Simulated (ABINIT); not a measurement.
## A self-consistent single point of YB2 (P6/mmm, 3 atoms in the cell) with ABINIT

Level of theory: PBEsol, PAW (JTH v2.0 PBE PAW, files made for PBE) (plane waves; ABINIT 10.0.3).

Input:

```
# YB2, JTH v2.0 PBE PAW
pp_dirpath "./"
pseudos "Y.GGA_PBE-JTH.xml, B.GGA_PBE-JTH.xml"
acell 3*1.0
rprim
         6.2376832606    0.0000000744    0.0000000000
        -3.1188416947    5.4019921273    0.0000000000
         0.0000000000    0.0000000000    7.2990671564
natom 3
ntypat 2
znucl 39 5
typat 1 2 2
xred
         0.0000000000    0.0000000000    0.0000000000
         0.3333333333    0.6666666667    0.5000000000
         0.6666666667    0.3333333333    0.5000000000
ecut 20
pawecutdg 40
pawxcdev 0
ixc -116133
occopt 3
tsmear 0.00367493
nband 14
kptopt 1
ngkpt 8 8 6
nshiftk 1
shiftk 0 0 0
nstep 100
tolvrs 1.0e-11
prtwf 0
prtden 0
```

Output (repeated stretches shortened):

```
 Symmetries : space group P6/m m m (#191); Bravais hP (primitive hexag.)

 -outvars: echo values of preprocessed input variables --------
            acell      1.0000000000E+00  1.0000000000E+00  1.0000000000E+00 Bohr
             ecut      2.00000000E+01 Hartree
              ixc     -116133
         kptrlatt        8    0    0      0    8    0      0    0    6
          kptrlen      4.37944029E+01
            natom           3
            nband          14
            ngfft          27      27      30
          ngfftdg          36      36      45
             nkpt          40
            nstep         100
             nsym          24
           ntypat           2
           occopt           3
        pawecutdg      4.00000000E+01 Hartree
         pawxcdev           0
            rprim      6.2376832606E+00  7.4400000000E-08  0.0000000000E+00
                      -3.1188416947E+00  5.4019921273E+00  0.0000000000E+00
                       0.0000000000E+00  0.0000000000E+00  7.2990671564E+00
          spgroup         191
           tolvrs      1.00000000E-11
           tsmear      3.67493000E-03 Hartree
            typat      1  2  2
           useylm           1
             xred      0.0000000000E+00  0.0000000000E+00  0.0000000000E+00
                       3.3333333333E-01  6.6666666667E-01  5.0000000000E-01
                       6.6666666667E-01  3.3333333333E-01  5.0000000000E-01
            znucl       39.00000    5.00000

== DATASET  1 ==================================================================

 Real(R)+Recip(G) space primitive vectors, cartesian coordinates (Bohr,Bohr^-1):
 R(1)=  6.2376833  0.0000001  0.0000000  G(1)=  0.1603159  0.0925584  0.0000000
 R(2)= -3.1188417  5.4019921  0.0000000  G(2)= -0.0000000  0.1851169  0.0000000
 R(3)=  0.0000000  0.0000000  7.2990672  G(3)=  0.0000000  0.0000000  0.1370038
 Unit cell volume ucvol=  2.4594875E+02 bohr^3
 Angles (23,13,12)=  9.00000000E+01  9.00000000E+01  1.20000000E+02 degrees

 Coarse grid specifications (used for wave-functions):

 getcut: wavevector=  0.0000  0.0000  0.0000  ngfft=  27  27  30
         ecut(hartree)=     20.000   => boxcut(ratio)=   2.04161

 Fine grid specifications (used for densities):

 getcut: wavevector=  0.0000  0.0000  0.0000  ngfft=  36  36  45
         ecut(hartree)=     40.000   => boxcut(ratio)=   2.02714

   3.99049261E+02                                ecore*ucvol(ha*bohr**3)

_setup2: Arith. and geom. avg. npw (full set) are    1050.669    1050.655

--- !BeginCycle
solver: {iscf: 17, nstep: 100, nline: 4, wfoptalg: 10, }
tolerances: {tolvrs: 1.00E-11, }
...

     iter   Etot(hartree)      deltaE(h)  residm     nres2
 ETOT  1  -44.430119400129    -4.443E+01 2.197E-01 4.337E+00
 ETOT  2  -44.479625684946    -4.951E-02 4.162E-02 2.941E-01
 ETOT  3  -44.479508589348     1.171E-04 8.050E-03 4.695E-02
 ETOT  4  -44.479495271474     1.332E-05 5.730E-03 5.804E-04
 ETOT  5  -44.479497420786    -2.149E-06 5.500E-03 1.171E-04
 ETOT  6  -44.479497309582     1.112E-07 1.982E-03 3.030E-06
 ETOT  7  -44.479497313559    -3.978E-09 5.290E-04 2.466E-07
 ETOT  8  -44.479497314541    -9.817E-10 6.619E-04 1.245E-08
 ETOT  9  -44.479497314513     2.785E-11 1.424E-04 1.014E-10
 ETOT 10  -44.479497314514    -5.471E-13 1.659E-04 5.898E-11
 ETOT 11  -44.479497314514    -4.974E-14 3.341E-05 2.167E-13

 At SCF step   11       nres2   =  2.17E-13 < tolvrs=  1.00E-11 =>converged.

 Cartesian components of stress tensor (hartree/bohr^3)
  sigma(1 1)=  1.55671046E-04  sigma(3 2)=  0.00000000E+00
  sigma(2 2)=  1.55671045E-04  sigma(3 1)=  0.00000000E+00
  sigma(3 3)=  1.53895137E-04  sigma(2 1)= -4.03632944E-14

 ----iterations are completed or convergence reached----

 reduced coordinates (array xred) for    3 atoms
       0.000000000000      0.000000000000      0.000000000000
       0.333333333333      0.666666666667      0.500000000000
       0.666666666667      0.333333333333      0.500000000000
 cartesian forces (eV/Angstrom) at end:
    1     -0.00000000000000    -0.00000000000000    -0.00000000000000
    2     -0.00000000000000    -0.00000000000000    -0.00000000000000
    3      0.00000000000000     0.00000000000000    -0.00000000000000
 frms,max,avg= 1.8456818E-27 3.6995940E-27   0.000E+00  0.000E+00  0.000E+00 e/A
 length scales=  1.000000000000  1.000000000000  1.000000000000 bohr
              =  0.529177208590  0.529177208590  0.529177208590 angstroms
 Fermi (or HOMO) energy (hartree) =   0.33863   Average Vxc (hartree)=  -0.43010
 Eigenvalues (hartree) for nkpt=  40  k points:
 kpt#   1, nband= 14, wtk=  0.00260, kpt=  0.0000  0.0000  0.0000 (reduced coord)
  -1.16625   -0.43756   -0.41810   -0.41810   -0.05073    0.29527    0.31551    0.31551
   0.31560    0.53438    0.53742    0.53742    0.55208    0.55210
      occupation numbers for kpt#   1
   2.00000    2.00000    2.00000    2.00000    2.00000    1.99998    1.99630    1.99630
   1.99621    0.00000    0.00000    0.00000    0.00000    0.00000
 prteigrs : prtvol=0 or 1, do not print more k-points.

--- !EnergyTerms
comment             : Components of total free energy in Hartree
kinetic             :  1.42905147030939E+01
hartree             :  5.63928833058924E+00
xc                  : -1.02048080875754E+01
Ewald energy        : -3.96944628140382E+01
psp_core            :  1.62248945761449E+00
local_psp           : -2.66270040704970E+01
spherical_terms     :  1.04955806552235E+01
internal            : -4.44784018255894E+01
'-kT*entropy'       : -1.09564653568552E-03
total_energy        : -4.44794974721251E+01
total_energy_eV     : -1.21034867961390E+03
...

-Cartesian components of stress tensor (GPa)         [Pressure= -4.5626E+00 GPa]
- sigma(1 1)=  4.57999952E+00  sigma(3 2)=  0.00000000E+00
- sigma(2 2)=  4.57999951E+00  sigma(3 1)=  0.00000000E+00
- sigma(3 3)=  4.52775050E+00  sigma(2 1)= -1.18752892E-09

 Calculation completed.
```

The run converged in 11 iterations.

The starting cell comes from a database of computed structures (which also holds hypothetical and non-ambient phases and stackings), without a prior relaxation at this level. The potentials were made for another functional than the one used. With a pressure of about -5 GPa the cell is away from its equilibrium volume at this level.
